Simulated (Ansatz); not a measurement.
Consider Bi$_{2}$Se$_{3}$ in the Bi2Te3 type structure (space group R-3m, No. 166; a = 4.1446 Å, c = 29.2658 Å (hexagonal axes)).

Structures relaxed with Ansatz (a quantum-chemistry and plane-wave program), r2SCAN+rVV10, PAW, cutoff 500 eV, spin-orbit coupling left out.

Base:

Simulated powder pattern, Cu Kα, λ = 1.54184 Å (kinematic, ideal powder, no thermal factors, no anomalous dispersion; the 14 strongest lines at most, above 2 %, up to 2θ = 90°):

```csv
2θ (°),I/Imax (%),hkl
9.07,14,(003)
18.19,20,(006)
24.99,17,(101)
29.19,100,(015)
39.74,38,(1 0 10)
42.28,11,(0 1 11)
43.68,35,(110)
47.68,15,(116)
53.40,19,(205)
60.52,11,(0 2 10)
65.73,14,(1 1 15)
69.35,6.9,(0 1 20)
71.37,16,(125)
77.56,11,(2 1 10)
```

After one change:

Simulated powder pattern, Cu Kα, λ = 1.54184 Å (kinematic, ideal powder, no thermal factors, no anomalous dispersion; the 14 strongest lines at most, above 2 %, up to 2θ = 90°):

| 2θ (°) | I/Imax (%) |
|---|---|
| 9.29 | 10 |
| 18.63 | 18 |
| 25.19 | 16 |
| 29.54 | 100 |
| 40.47 | 39 |
| 43.10 | 10 |
| 44.02 | 35 |
| 47.74 | 7.0 |
| 48.19 | 10 |
| 53.91 | 19 |
| 61.32 | 12 |
| 66.95 | 16 |
| 72.05 | 16 |
| 78.52 | 12 |

Task: Which of these changes matches the shifts?
(A) pressure 0.7 GPa
(B) pressure 7.5 GPa
(C) pressure 1.5 GPa
(D) pressure 3 GPa

Result: C, pressure 1.5 GPa. Its volume per atom is 27.92 Å³ against 29.02 Å³, and its space group is R-3m (No. 166).

Load acts through the strain it causes; cell and atoms are relaxed under it. No phonon test of stability was made. Competing high-pressure phases were not computed.
